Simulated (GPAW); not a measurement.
# Worked example: self-consistent single point of KF (Fm-3m, 2 atoms in the cell) in GPAW

Method of the run: PBE, GPAW PAW datasets PBE (gpaw-data 1.0.1) (plane waves; GPAW 25.7.0).

Input as run:

```python
from ase import Atoms
from ase.units import GPa
from gpaw import GPAW, PW, FermiDirac

atoms = Atoms(['K', 'F'],
              cell=[[0.000000, 2.654415, 2.654415],
                    [2.654415, 0.000000, 2.654415],
                    [2.654415, 2.654415, 0.000000]],
              scaled_positions=[[0.000000, 0.000000, 0.000000],
                                [0.500000, 0.500000, 0.500000]],
              pbc=True)

calc = GPAW(mode=PW(950),
            xc='PBE',
            kpts=(9, 9, 9),
            occupations=FermiDirac(0.02),
            nbands=-4,
            convergence={'density': 1e-05, 'energy': 1e-05, 'bands': -2},
            symmetry={'symmorphic': False, 'tolerance': 0.0005},
            maxiter=150,
            txt='-')

atoms.calc = calc

energy = atoms.get_potential_energy()
print('Energy (eV):', round(energy, 6))
forces = atoms.get_forces()
print('Forces (eV/Ang):')
print(forces.round(5))
stress = atoms.get_stress()
print('Stress (GPa, Voigt):', (stress / GPa).round(4))
```

The program printed (abridged):

```
Input parameters:
  convergence: {bands: -2,
                density: 1e-05,
                energy: 1e-05}
  kpts: [9 9 9]
  maxiter: 150
  mode: {ecut: 950.0,
         name: pw}
  nbands: -4
  occupations: {fixmagmom: False,
                name: fermi-dirac,
                width: 0.02}
  symmetry: {symmorphic: False,
             tolerance: 0.0005}
  xc: PBE

species:
  K:
    name: Potassium
    Z: 19.0
    valence: 9
    core: 10
    charge: 0.0
    file: K.PBE.gz

    # Using partial waves for K as LCAO basis

  F:
    name: Fluorine
    Z: 9.0
    valence: 7
    core: 2
    charge: 0.0
    file: F.PBE.gz

    # Using partial waves for F as LCAO basis

Reference energy: -19096.334004  # eV

Spin-paired calculation

Convergence criteria:
 Maximum [total energy] change in last 3 cyles: 1e-05 eV / valence electron
 Maximum integral of absolute [dens]ity change: 1e-05 electrons / valence electron
 Maximum integral of absolute [eigenst]ate change: 4e-08 eV^2 / valence electron
 Maximum number of scf [iter]ations: 150

Symmetries present (total): 48
Symmetries with fractional translations: 0
729 k-points: 9 x 9 x 9 Monkhorst-Pack grid
35 k-points in the irreducible part of the Brillouin zone
       k-points in crystal coordinates                weights
   0:     0.00000000    0.00000000    0.00000000          1/729
   1:     0.11111111    0.11111111    0.00000000          6/729
   2:     0.11111111    0.11111111    0.11111111          8/729
   [... 7 lines left out ...]
          ...
  34:     0.44444444    0.44444444    0.44444444          8/729

Wave functions: Plane wave expansion
  Cutoff energy: 950.000 eV
  Number of coefficients (min, max): 2445, 2517
  Pulay-stress correction: 0.000000 eV/Ang^3 (de/decut=0.000000)

Occupation numbers: Fermi-Dirac:
  width: 0.0200  # eV

Eigensolver

Densities:
  Coarse grid: 27*27*27 grid
  Fine grid: 54*54*54 grid
  Total Charge: 0.000000

Density mixing:
  Method: separate
  Backend: pulay
  Linear mixing parameter: 0.05
  old densities: 5
  Damping of long wavelength oscillations: 50

Hamiltonian:
  XC and Coulomb potentials evaluated on a 54*54*54 grid
  External potential:
    NoExternalPotential

XC parameters: PBE with 2 nearest neighbor stencil

Number of atoms: 2
Number of atomic orbitals: 9
Number of bands in calculation: 12
Number of valence electrons: 16
Bands to converge: 10

Density initialized from atomic densities
  9 bands from LCAO basis set
  3 bands from random numbers

Atomic positions and initial magnetic moments

Positions:
   0 K      0.000000    0.000000    0.000000    ( 0.0000,  0.0000,  0.0000)
   1 F      2.654415    2.654415    2.654415    ( 0.0000,  0.0000,  0.0000)

Unit cell:
           periodic     x           y           z      points  spacing
  1. axis:    yes    0.000000    2.654415    2.654415    27     0.1135
  2. axis:    yes    2.654415    0.000000    2.654415    27     0.1135
  3. axis:    yes    2.654415    2.654415    0.000000    27     0.1135

  Lengths:   3.753910   3.753910   3.753910
  Angles:   60.000000  60.000000  60.000000

Effective grid spacing dv^(1/3) = 0.1239

     iter     time        total  log10-change:
                         energy   eigst   dens
iter:   1 --:--:--    -9.184303   +2.20
iter:   2 --:--:--    -9.008644   +1.25  -1.25
iter:   3 --:--:--    -8.505060   +0.77  -1.29
iter:   4 --:--:--    -8.507682   -0.12  -1.45
iter:   5 --:--:--    -8.522363   -0.46  -1.47
iter:   6 --:--:--    -8.481893   -0.81  -1.92
iter:   7 --:--:--    -8.516004   -1.16  -2.15
iter:   8 --:--:--    -8.484012   -1.51  -2.04
iter:   9 --:--:--    -8.482282   -1.62  -2.48
iter:  10 --:--:--    -8.481629   -1.85  -2.66
iter:  11 --:--:--    -8.481367   -2.16  -3.07
iter:  12 --:--:--    -8.481367   -2.35  -3.72
iter:  13 --:--:--    -8.481366c  -2.48  -4.07
iter:  14 --:--:--    -8.481367c  -2.82  -4.10
iter:  15 --:--:--    -8.481368c  -2.97  -4.00
iter:  16 --:--:--    -8.481367c  -3.06  -4.02
iter:  17 --:--:--    -8.481366c  -3.23  -4.07
iter:  18 --:--:--    -8.481365c  -3.38  -4.12
iter:  19 --:--:--    -8.481365c  -3.44  -4.26
iter:  20 --:--:--    -8.481365c  -3.44  -4.38
iter:  21 --:--:--    -8.481365c  -4.04  -4.38
iter:  22 --:--:--    -8.481365c  -4.37  -4.58
iter:  23 --:--:--    -8.481365c  -4.58  -4.63
iter:  24 --:--:--    -8.481365c  -4.60  -4.66
iter:  25 --:--:--    -8.481365c  -5.01  -5.19c
iter:  26 --:--:--    -8.481365c  -5.57  -5.28c
iter:  27 --:--:--    -8.481365c  -5.94  -5.34c
iter:  28 --:--:--    -8.481365c  -6.07  -5.34c
iter:  29 --:--:--    -8.481365c  -6.35  -5.44c
iter:  30 --:--:--    -8.481365c  -6.80  -5.54c
iter:  31 --:--:--    -8.481365c  -6.89  -6.35c
iter:  32 --:--:--    -8.481365c  -7.50c -6.42c

Converged after 32 iterations.

Dipole moment: (0.000000, 0.000000, 0.000000) |e|*Ang

Energy contributions relative to reference atoms: (reference = -19096.334004)

Kinetic:         +6.627682
Potential:       -4.939164
External:        +0.000000
XC:              -9.510978
Entropy (-ST):   -0.000000
Local:           -0.658904
SIC:             +0.000000
--------------------------
Free energy:     -8.481365
Extrapolated:    -8.481365

Showing only first 2 kpts
 Kpt  Band  Eigenvalues  Occupancy
  0     6     -0.24906    2.00000
  0     7     -0.24906    2.00000
  0     8      6.03568    0.00000
  0     9     10.45957    0.00000

  1     6     -0.26491    2.00000
  1     7     -0.26491    2.00000
  1     8      6.48351    0.00000
  1     9     10.01472    0.00000

Fermi level: 1.41727

Gap: 6.285 eV
Transition (v -> c):
  (s=0, k=0, n=7, [0.00, 0.00, 0.00]) -> (s=0, k=0, n=8, [0.00, 0.00, 0.00])
No difference between direct/indirect transitions
Energy (eV): -8.481365

Forces in eV/Ang:
  0 K     0.00000    0.00000    0.00000
  1 F    -0.00000    0.00000    0.00000

Stress tensor:
    -0.008714     0.000000    -0.000000
     0.000000    -0.008714    -0.000000
    -0.000000    -0.000000    -0.008714
Stress (GPa, Voigt): [-1.3962 -1.3962 -1.3962 -0.     -0.      0.    ]
```

The run converged in 32 iterations. GPAW prints stress with tension positive.

At such cutoffs GPAW's stress carries a finite-basis (Pulay) error, which enters relaxed cells too; its log prints stress with tension positive.

The starting cell comes from a database of computed structures (which also holds hypothetical and non-ambient phases and stackings), without a prior relaxation at this level.
